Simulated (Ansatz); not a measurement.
A computed series for Na: element substitutions

Consider Na in the bcc (W type) structure (space group Im-3m, No. 229; a = 4.1707 Å).

Each row replaces one element on all its sites; cell and atoms are relaxed.

Method: PBEsol, PAW, 420 eV (Ansatz, a quantum-chemistry and plane-wave program; no spin-orbit coupling).

Candidates:
(a) Na → Rb
(b) Na → Li
(c) Na → Mg

Base values:

- Lattice parameter a = 4.171 Å

Problem. Order them by lattice parameter a, lowest first.

Solution. (b) Na → Li (3.434 Å), (c) Na → Mg (3.556 Å), (a) Na → Rb (5.565 Å)

Stability against distortions was not tested. For Mg in this form, whether it has been made was not checked. The final runs are not spin-polarised. This is not the structure that Mg has at room temperature and ambient pressure.
